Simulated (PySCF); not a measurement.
PySCF 2.14.0, PBE/def2-svpd, df: Sr(OH)(OMe) (C[O][Sr][OH]), 8 atoms. The geometry is a generated start, not checked to be a minimum at this level.

```
Item                                                 Value
-------------------------  -------------------------------
task                                                energy
method                                                 pbe
basis                                            def2-svpd
two-electron scheme                        density fitting
mol.max_memory                                     3000 MB
mf.max_cycle                                           100
mf.conv_tol                                1e-09 (default)
mf.grids.level                                 3 (default)
effective core potentials  those of the basis set, past Kr
basis functions                                        124
grid points                                         103424
```

```xyz
8

Sr     1.5200    -1.0361     1.0017
O      0.9130     0.6101     2.0825
H      1.1825     1.5256     2.0144
O      0.3190    -1.0276    -0.7759
C     -0.7533    -0.1870    -1.0134
H     -0.4601     0.8776    -1.0334
H     -1.1608    -0.4418    -2.0015
H     -1.5603    -0.3207    -0.2744
```

With the defaults (mf.DIIS = CDIIS, mf.diis = true, newton = off, mf.diis_damp = 0, mf.diis_space = 8, mf.init_guess = minao, mf.level_shift = 0) it converges in 15 Fock builds. One run each on 2 threads, 1 BLAS thread, with these changes:
- mf.init_guess = huckel
- newton = Hessian by the SCF's own integrals
- mf.diis_damp = 0.3
- mf.level_shift = 1 Hartree
- mf.diis_space = 20
- mf.diis = false
- mf.DIIS = EDIIS
- mf.diis_space = 5
- mf.init_guess = 1e

Task: Name the settings that don't reach the solution of the defaults.

Result: No convergence: mf.DIIS = EDIIS; mf.diis = false (the run ends without SCF convergence in 100 cycles). The rest reach the solution of the defaults.

```json
[
 {"setting": "mf.diis_damp = 0.3", "Fock builds": "13", "end": "same solution"},
 {"setting": "the defaults", "Fock builds": "15", "end": "same solution"},
 {"setting": "mf.diis_space = 20", "Fock builds": "15", "end": "same solution"},
 {"setting": "mf.init_guess = huckel", "Fock builds": "15", "end": "same solution"},
 {"setting": "mf.diis_space = 5", "Fock builds": "17", "end": "same solution"},
 {"setting": "mf.init_guess = 1e", "Fock builds": "45", "end": "same solution"},
 {"setting": "newton = Hessian by the SCF's own integrals", "Fock builds": "50", "end": "same solution"},
 {"setting": "mf.level_shift = 1 Hartree", "Fock builds": "70", "end": "same solution"},
 {"setting": "mf.DIIS = EDIIS", "Fock builds": "101", "end": "no convergence"},
 {"setting": "mf.diis = false", "Fock builds": "101", "end": "no convergence"}
]
```

Under newton the count holds the products with the orbital Hessian.
